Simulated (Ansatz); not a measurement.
Base system: TiO$_{2}$ in the anatase structure (space group I4_1/amd, No. 141; a = 3.770 Å, c = 9.555 Å). Axes: x, y, z lie along a, b, c of the conventional cell.

One thing is altered: the cell is compressed by 0.46 % along x with no lateral relaxation, atoms relaxed at fixed cell.

Level of theory: Ansatz (a program for electronic structure) PBEsol, without spin-orbit coupling, earlier PAW set.

Question: Give the band edges at the high-symmetry points of the new zone, measured from its valence-band maximum.

Answer: 
```
point  valence edge (eV)  conduction edge (eV)
-----  -----------------  --------------------
Γ                  -0.47                  2.12
X                  -0.11                  2.48
F₂                 -0.81                  3.26
Σ₀                 -0.81                  3.26
Y₀                 -0.81                  3.29
U₀                 -0.81                  3.29
R                  -0.65                  3.28
W                  -0.26                  3.62
S                  -0.66                  3.30
T                  -0.05                  3.37
```

The gap is 2.12 eV, indirect, Γ–T (87 % along) → Γ.

The cells carry an imposed strain or load. Stability against distortions was not tested. All final runs are without spin polarisation. k-point labels follow each cell's own Brillouin zone.
